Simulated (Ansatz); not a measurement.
# HoRh2 (Fd-3m, No. 227)

All values below come from LDA (PAW; Ansatz, a quantum-chemistry and plane-wave program).

Run with plane-wave cutoff 520 eV, 14×14×14 k mesh, Fermi–Dirac smearing 0.05 eV, spin-polarised with parallel moments, scalar-relativistic PAW data made under PBE.

Cell: relaxed at this level.

For HoRh2 (Fd-3m, No. 227), the band gap is none and the lattice constant a is 7.347 Å. The bulk modulus B0 is 180 GPa.

Note: the magnetic order was assumed, not searched for or taken from measurement; the 4f shell is treated without U or exact exchange, so its levels and filling can be wrong; the bulk modulus is −V dP/dV from two relaxed cells at ±2 % in volume.

Spin–orbit coupling is not included.

Computed values are for the static lattice.

Computing time: around 8 core-minutes (rough).
